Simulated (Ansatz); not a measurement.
# Effect of isotropic strain −2.00 % on Au

The parent structure is Au in the fcc (Cu type) structure (space group Fm-3m, No. 225; a = 4.048 Å; relaxed with 0.1 eV smearing).

One thing is altered: every lattice vector is shortened by 2.00 %, atoms relaxed at fixed cell.

Computed with DFT with LDA, PAW potentials and a 420 eV plane-wave cutoff in Ansatz (a program for electronic structure), no spin-orbit coupling. Γ-centred 28×28×28 mesh, Fermi–Dirac width 0.1 eV.

The volume per atom shrinks by 0.975 Å³ (16.58 Å³ → 15.60 Å³) and the space group stays Fm-3m (No. 225). The shortest interatomic distance falls by 0.057 Å, from 2.862 Å to 2.805 Å and the energy goes up by 40 meV/atom. The pressure goes from zero to 14.0 GPa and the band gap stays zero.

Cost of the whole job for the changed cell (relaxation, final SCF and bands): about 16 core-seconds (a rough figure).

No phonon test of stability was made.
